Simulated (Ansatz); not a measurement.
# Cu3N: response to strain

Consider Cu3N (space group Pm-3m, No. 221; a = 3.7649 Å). Axes: x, y, z lie along the cube axes.

Strains are applied to the cell and any free atomic positions relax.

Method: plane-wave PAW DFT at the PBEsol level (Ansatz, a program for electronic structure, 420 eV), no SOC.

Notes on the quantities. energy relative to the base: free energy F; pressure: mean of the normal stresses, compression positive.

```tsv
change	energy relative to the base	volume per atom	pressure
base	0 meV/atom	13.34 Å³	0.0 GPa
uniaxial strain ε_zz = −3.00 %	+12 meV/atom	12.94 Å³	4.6 GPa
uniaxial strain ε_zz = −2.40 %	+7.3 meV/atom	13.02 Å³	3.6 GPa
uniaxial strain ε_zz = −1.80 %	+4.1 meV/atom	13.10 Å³	…
uniaxial strain ε_zz = −1.20 %	…	13.18 Å³	1.7 GPa
uniaxial strain ε_zz = −0.60 %	…	13.26 Å³	0.8 GPa
```

Problem. Complete the table.

Solution. 
- uniaxial strain ε_zz = −1.80 %, pressure: 2.6 GPa
- uniaxial strain ε_zz = −1.20 %, energy relative to the base: +1.8 meV/atom
- uniaxial strain ε_zz = −0.60 %, energy relative to the base: +0.4 meV/atom

No phonon test of stability was made. All final runs are without spin polarisation.
